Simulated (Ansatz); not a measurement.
# ZnAu: response to strain

The reference is ZnAu in the CsCl type structure (space group Pm-3m, No. 221; relaxed with 0.1 eV smearing).

```
CELL_PARAMETERS angstrom
      3.18677     0.00000     0.00000
      0.00000     3.18677     0.00000
      0.00000     0.00000     3.18677
ATOMIC_POSITIONS crystal
  Zn 0.50000 0.50000 0.50000
  Au 0.00000 0.00000 0.00000
```

Strains are applied to the cell and any free atomic positions relax.

Level of theory: Ansatz (a program for electronic structure), PBE, PAW, cutoff 420 eV, no SOC.

Notes on the quantities. energy relative to the base: free energy F.

```csv
isotropic strain (%),energy relative to the base (meV/atom)
-3,54.8
-2.5,37.2
-1.5,12.8
-1,5.5
0,0.0
1,5.1
1.5,?
2,19.4
2.5,29.6
```

Q: Fit ΔE = Aε² + Bε³ (ε in %) to the rows shown and predict the withheld row.

A: Least squares on the printed values gives A = 5.35 and B = -0.25 meV/atom (largest residual 0.1 meV/atom); this predicts 11.2 meV/atom, and the run gives 11.2 meV/atom, in agreement.

No phonon test of stability was made.
